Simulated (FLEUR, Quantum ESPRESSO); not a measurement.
A Quantum ESPRESSO input for a self-consistent single point of Mg₃Sc (P6_3/mmc, 8 atoms in the cell) (DFT, PBEsol, plane waves, PseudoDojo standard norm-conserving (PBESOL) pseudopotentials):

```fortran
&control
 calculation = 'scf'
 prefix = 'scf'
 outdir = './tmp'
 pseudo_dir = './'
 verbosity = 'high'
 tprnfor = .true.
 tstress = .true.
/
&system
 ibrav = 4
 A = 6.1508037785
 C = 4.8885140000
 nat = 8
 ntyp = 2
 ecutwfc = 85
 occupations = 'smearing'
 smearing = 'fd'
 degauss = 0.0073499
/
&electrons
 conv_thr = 1e-10
 mixing_beta = 0.5
/
ATOMIC_SPECIES
Mg    24.3050  Mg.upf
Sc    44.9559  Sc.upf
ATOMIC_POSITIONS crystal
Mg    0.1666200000    0.3332400000    0.2500000000
Mg    0.8333800000    0.6667600000    0.7500000000
Mg    0.8333800000    0.1666200000    0.7500000000
Mg    0.1666200000    0.8333800000    0.2500000000
Mg    0.6667600000    0.8333800000    0.2500000000
Mg    0.3332400000    0.1666200000    0.7500000000
Sc    0.6666666667    0.3333333333    0.2500000000
Sc    0.3333333333    0.6666666667    0.7500000000
K_POINTS automatic
4 4 5  0 0 0
```

**Question.** Write the same calculation as an input for FLEUR.

**Answer.** One input that does it (others would too):

Input of the input generator:

```
Mg3Sc crystal
&input film=f /
6.1508037785 0.0000000694 0.0000000000
-3.0754019493 5.3267522912 0.0000000000
0.0000000000 0.0000000000 4.8885140000
1.8897261246
1.0 1.0 1.0

8
12 0.1666200000 0.3332400000 0.2500000000
12 0.8333800000 0.6667600000 0.7500000000
12 0.8333800000 0.1666200000 0.7500000000
12 0.1666200000 0.8333800000 0.2500000000
12 0.6667600000 0.8333800000 0.2500000000
12 0.3332400000 0.1666200000 0.7500000000
21 0.6666666667 0.3333333333 0.2500000000
21 0.3333333333 0.6666666667 0.7500000000

&comp jspins=1 /
&exco xctyp='PBEs' /
&kpt div1=4 div2=4 div3=5 gamma=t /
&end /
```

```xml
<?xml version="1.0" encoding="UTF-8" standalone="no"?>
<fleurInput fleurInputVersion="0.39">
   <comment>
      Mg3Sc crystal                                                                                       
   </comment>
   <calculationSetup>
      <cutoffs Kmax="3.8" Gmax="15.2" GmaxXC="15.2" numbands="0"/>
      <scfLoop itmax="80" minDistance="0.00001" maxIterBroyd="40" imix="Anderson" alpha="0.05" precondParam="0.0" spinf="2.0"/>
      <coreElectrons ctail="T" frcor="F" kcrel="0" coretail_lmax="0"/>
      <xcFunctional name="PBEs" relativisticCorrections="F"/>
      <magnetism jspins="1"/>
      <soc l_soc="F" theta="0.0" phi="0.0" spav="F"/>
      <expertModes spex="0" secvar="F"/>
      <geometryOptimization l_f="T" forcealpha="1.0" forcemix="BFGS" epsdisp="0.00001" epsforce="0.00001"/>
      <ldaU l_linMix="F" mixParam="0.05" spinf="1.0"/>
   </calculationSetup>
   <cell>
      <bzIntegration valenceElectrons="82.0" mode="hist" fermiSmearingEnergy="0.00367493">
         <kPointListSelection listName="default-1"/>
         <!-- k-points included here -->
         <xi:include xmlns:xi="http://www.w3.org/2001/XInclude" href="kpts.xml"> </xi:include>
      </bzIntegration>
      <!-- symmetry operations included here -->
      <xi:include xmlns:xi="http://www.w3.org/2001/XInclude" href="sym.xml"> </xi:include>
      <bulkLattice scale="1.0">
         <bravaisMatrix>
            <row-1>   11.6233345875198424     0.0000001311469930     0.0000000000000000</row-1>
            <row-2>   -5.8116674072379748    10.0661029639535453     0.0000000000000000</row-2>
            <row-3>    0.0000000000000000     0.0000000000000000     9.2379526162728443</row-3>
         </bravaisMatrix>
      </bulkLattice>
   </cell>
   <atomSpecies>
      <species name="Magnesium (Mg)" element="Mg" atomicNumber="12">
         <mtSphere radius="2.63" gridPoints="925" logIncrement="0.013"/>
         <atomicCutoffs lmax="10" lnonsphr="8"/>
         <electronConfig flipSpins="F">
            <coreConfig>(1s1/2)</coreConfig>
            <valenceConfig>(2s1/2) (2p1/2) (2p3/2) (3s1/2)</valenceConfig>
         </electronConfig>
         <energyParameters s="3" p="3" d="3" f="4"/>
         <lo type="SCLO" l="0" n="2" eDeriv="0"/>
         <lo type="SCLO" l="1" n="2" eDeriv="0"/>
      </species>
      <species name="Scandium (Sc)" element="Sc" atomicNumber="21">
         <mtSphere radius="2.63" gridPoints="925" logIncrement="0.013"/>
         <atomicCutoffs lmax="10" lnonsphr="8"/>
         <electronConfig flipSpins="F">
            <coreConfig>(1s1/2) (2s1/2) (2p1/2) (2p3/2)</coreConfig>
            <valenceConfig>(3s1/2) (3p1/2) (3p3/2) (4s1/2) (3d3/2) (3d5/2)</valenceConfig>
            <stateOccupation state="(3d3/2)" spinUp="0.2" spinDown="0.2"/>
            <stateOccupation state="(3d5/2)" spinUp="0.3" spinDown="0.3"/>
         </electronConfig>
         <energyParameters s="4" p="4" d="3" f="4"/>
         <lo type="SCLO" l="0" n="3" eDeriv="0"/>
         <lo type="SCLO" l="1" n="3" eDeriv="0"/>
      </species>
   </atomSpecies>
   <atomGroups>
      <atomGroup species="Magnesium (Mg)">
         <relPos label="                   1">.1666200000 .3332400000 1.000/4.000</relPos>
         <relPos label="                   2">-.1666200000 -.3332400000 -1.000/4.000</relPos>
         <relPos label="                   3">-.1666200000 .1666200000 -1.000/4.000</relPos>
         <relPos label="                   4">.1666200000 -.1666200000 1.000/4.000</relPos>
         <relPos label="                   5">-.3332400000 -.1666200000 1.000/4.000</relPos>
         <relPos label="                   6">.3332400000 .1666200000 -1.000/4.000</relPos>
         <force calculate="T" relaxXYZ="TTT"/>
      </atomGroup>
      <atomGroup species="Scandium (Sc)">
         <relPos label="                   7">-1.000/3.000 1.000/3.000 1.000/4.000</relPos>
         <relPos label="                   8">1.000/3.000 -1.000/3.000 -1.000/4.000</relPos>
         <force calculate="T" relaxXYZ="TTT"/>
      </atomGroup>
   </atomGroups>
   <output dos="F" band="F" slice="F">
      <checks vchk="F" cdinf="F"/>
      <bandDOS minEnergy="-.5*Htr" maxEnergy="0.5*Htr" sigma="0.015" storeEVData="T"/>
      <vacuumDOS vacdos="F" integ="F" star="F" nstars="0" locx1="0.0" locy1="0.0" locx2="0.0" locy2="0.0" nstm="0" tworkf="0.0"/>
      <unfoldingBand unfoldBand="F" supercellX="1" supercellY="1" supercellZ="1"/>
      <plotting iplot="0" polar="F">
         <plot TwoD="T" vec1="  1.0  0.0  0.0" vec2="  0.0  1.0  0.0" vec3="  0.0  0.0  1.0" zero="  0.0  0.0  0.0" file="plot"/>
      </plotting>
      <chargeDensitySlicing numkpt="0" minEigenval="0.0" maxEigenval="0.0" nnne="0" pallst="F"/>
      <specialOutput eonly="F"/>
      <magneticCircularDichroism mcd="F" energyLo="-10.0" energyUp="0.0"/>
   </output>
  <!-- We include the file relax.xml here to enable relaxations (see documentation) -->
  <xi:include xmlns:xi="http://www.w3.org/2001/XInclude" href="relax.xml"> <xi:fallback/> </xi:include>
</fleurInput>
```

Basis settings and potentials, where a program has them, do not carry over. This input uses DFT, PBEsol, all-electron FLAPW (FLEUR), scalar-relativistic valence. Both were run: largest force 0.002 eV/Å in Quantum ESPRESSO and 0.000 in FLEUR.

On FLEUR: the starting cell comes from a database of computed structures (which also holds hypothetical and non-ambient phases and stackings), without a prior relaxation at this level. Its lattice was rescaled by a random factor within 2.5 % of one. For this run, on top of that: lattice scaled by 0.98. Values depend on the basis (sphere radii, cutoffs, local orbitals), which need not be converged.

On Quantum ESPRESSO: the starting cell comes from a database of computed structures (which also holds hypothetical and non-ambient phases and stackings), without a prior relaxation at this level. Its lattice was rescaled by a random factor within 2.5 % of one. For this run, on top of that: lattice scaled by 0.98. With a pressure of about 6 GPa the cell is away from its equilibrium volume at this level.
